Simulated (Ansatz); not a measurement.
**HgSe: tensor shear ε_xy = +1.71 %**

Consider HgSe in the zinc blende structure (space group F-43m, No. 216; a = 6.133 Å). Axes: x, y, z lie along the cube axes.

Now apply this change: tensor shear ε_xy = +1.71 % (engineering shear γ = 0.0342), atoms relaxed at fixed cell.

Computed with DFT with PBEsol, PAW potentials and a 420 eV plane-wave cutoff in Ansatz (a quantum-chemistry and plane-wave program), no spin-orbit coupling. Settings: 9×9×9 k-points, 0.05 eV Fermi–Dirac smearing.

```json
[
 {"quantity": "volume per atom", "base": "28.83 Å³", "changed": "28.82 Å³", "shift": "-0.01 Å³"},
 {"quantity": "shortest interatomic distance", "base": "2.656 Å", "changed": "2.655 Å", "shift": "-0.0003 Å"},
 {"quantity": "energy relative to the base (free energy F)", "base": "0 meV/atom", "changed": "+2.3 meV/atom", "shift": "+2.3 meV/atom"},
 {"quantity": "pressure (mean of the normal stresses, compression positive)", "base": "0.0 GPa", "changed": "0.0 GPa", "shift": "0.0 GPa"},
 {"quantity": "band gap", "base": "zero", "changed": "zero", "shift": "–"},
 {"quantity": "valley order (the lowest conduction-band minima on the path, energy above the VBM, named in the base's zone)", "base": "–", "changed": "Γ 0.02 eV; L along [1-1-1] 0.87 eV; L along [111] 1.13 eV", "shift": "–"},
 {"quantity": "largest internal atomic displacement", "base": "–", "changed": "0.025 Å", "shift": "–"},
 {"quantity": "stress (xx, yy, zz, yz, xz, xy; compression positive) (rough)", "base": "–", "changed": "(0.0, 0.0, 0.0, 0.0, 0.0, -0.8) GPa", "shift": "–"}
]
```

Final structure:

```
CELL_PARAMETERS angstrom
      0.05244     3.06639     3.06639
      3.06639     0.05244     3.06639
      3.11883     3.11883     0.00000
ATOMIC_POSITIONS crystal
  Hg 0.00412 0.00412 0.99588
  Se 0.24588 0.24588 0.25412
```

Without a gap, meshes like the base's 9×9×9 leave anisotropic stresses uncertain by several tenths of a GPa, and small strain energies with them. With Hg present, leaving out spin-orbit coupling can change the band edges. The cells carry an imposed strain or load. No phonon test of stability was made. The final runs are not spin-polarised. Gaps under 0.05 eV, about the width of the smearing, are given as zero. The zero or small gap of HgSe can change with the level of theory.
